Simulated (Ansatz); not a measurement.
## SiO2: carrier doping

Base system: SiO₂ in the rutile structure (space group P4_2/mnm, No. 136; a = 4.236 Å, c = 2.690 Å).

Carriers are added at fixed cell with a uniform background; the Fermi–Dirac width is that of 300 K.

All numbers come from PBE in Ansatz (plane waves to 420 eV, PAW, scalar-relativistic without spin-orbit coupling), earlier PAW set.

Notes on the quantities. Fermi level from band edge: Fermi level relative to the doped band's edge (positive inside the band; to 0.05 eV).

| electron density (10^21 cm⁻³) | Fermi level from band edge (eV) |
|---|---|
| 3 | 1.25 |
| 5 | 1.60 |
| 10 | ? |
| 20 | 2.35 |

Problem. Fit E_F = C n^s, fitted as a line in log–log form (a parabolic band gives s = 2/3) to the rows shown and predict the withheld row.

Solution. Least squares on the printed values gives C = 0.91 eV, s = 0.32 (largest residual 0.07 eV); this predicts 1.91 eV, and the run gives 1.95 eV, in agreement.

Carriers are added with a uniform compensating background; total energy and stress of such cells depend on the potential's zero and are not compared; many-body gap narrowing is missing at this level. Whether these cells are dynamically stable was not tested.

Ansatz is a quantum-chemistry and plane-wave program.
